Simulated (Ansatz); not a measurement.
Hypothetical rock salt ZrSi, pressure series

The reference is ZrSi in the rock salt structure (space group Fm-3m, No. 225; a = 5.3418 Å; a hypothetical phase, not in the database extracts checked).

Cell and atoms are relaxed at each pressure.

The values are results of PBEsol (Ansatz, a program for electronic structure), no spin-orbit coupling, earlier PAW set, not measurements.

Two rows of this table had their results exchanged by mistake.

```csv
pressure,volume per atom (Å³),shortest distance (Å),band gap
pressure −2 GPa,19.38,2.686,zero
pressure −1 GPa,19.22,2.678,zero
pressure 3 GPa,18.61,2.650,zero
pressure 7 GPa,18.08,2.625,zero
pressure 15 GPa,14.75,2.452,zero
pressure 30 GPa,15.96,2.517,zero
pressure 50 GPa,17.20,2.582,zero
pressure 75 GPa,13.66,2.390,zero
pressure 100 GPa,12.83,2.341,zero
```

Problem. Which two?

Solution. The rows for pressure 15 GPa and pressure 50 GPa: the volume has to fall steadily with pressure, so 17.20 Å³ belongs to pressure 15 GPa and 14.75 Å³ to pressure 50 GPa.

Load acts through the strain it causes; cell and atoms are relaxed under it. Whether these cells are dynamically stable was not tested. No other phases were tried under pressure. The final runs are not spin-polarised.
